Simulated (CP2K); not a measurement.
Band structure of LaIn₅Ir (P4/mmm, 7 atoms in the cell).

```
CELL_PARAMETERS angstrom
      4.74610     0.00000     0.00000
      0.00000     4.74610     0.00000
      0.00000     0.00000     7.67273
ATOMIC_POSITIONS crystal
  La 0.00000 0.00000 0.00000
  In 0.50000 0.00000 0.69287
  In 0.50000 0.00000 0.30713
  In 0.00000 0.50000 0.69287
  In 0.00000 0.50000 0.30713
  In 0.50000 0.50000 0.00000
  Ir 0.00000 0.00000 0.50000
```

Level of theory: LDA (Pade form), GPW, DZVP-MOLOPT-SR-GTH basis, GTH-PADE potentials (GTH_POTENTIALS) (CP2K).

Settings: CUTOFF = 500 Ry; REL_CUTOFF = 50 Ry; SMEAR/METHOD = FERMI_DIRAC; ELECTRONIC_TEMPERATURE = 1578.21 K; KPOINTS/SCHEME = MONKHORST-PACK 5 5 3; XC_FUNCTIONAL = PADE; La/BASIS_SET = DZVP-MOLOPT-SR-GTH-q11; La/POTENTIAL = GTH-PADE-q11; In/BASIS_SET = DZVP-MOLOPT-SR-GTH-q13; In/POTENTIAL = GTH-PADE-q13; Ir/BASIS_SET = DZVP-MOLOPT-SR-GTH-q17; Ir/POTENTIAL = GTH-PADE-q17; METHOD = GPW; EPS_DEFAULT = 1e-10.

The starting cell comes from a database of computed structures (which also holds hypothetical and non-ambient phases and stackings), without a prior relaxation at this level. Its lattice was rescaled by a random factor within 2.5 % of one. Spin-orbit coupling is off. Spin polarisation is off. Values carry the incompleteness of an atom-centred basis.

Levels in eV from the Fermi level, bands 43 to 48:
| point | 43 | 44 | 45 | 46 | 47 | 48 |
|---|---|---|---|---|---|---|
| Γ | -1.55 | -1.55 | -1.27 | 0.82 | 0.82 | 1.22 |
| X | -1.93 | -1.62 | -0.94 | 0.42 | 0.81 | 1.31 |
| M | -1.91 | -1.55 | -1.55 | -1.53 | -1.13 | -1.13 |
| Z | -1.79 | -1.79 | -1.35 | 0.01 | 0.48 | 0.48 |
| R | -1.78 | -1.46 | -1.12 | -0.57 | -0.19 | 0.11 |
| A | -1.83 | -1.48 | -1.48 | -0.99 | -0.99 | -0.99 |

Bands cross the Fermi level along this path, so the cell is metallic at this level.

Higher empty bands are left out: an atom-centred basis made for the valence describes them poorly.
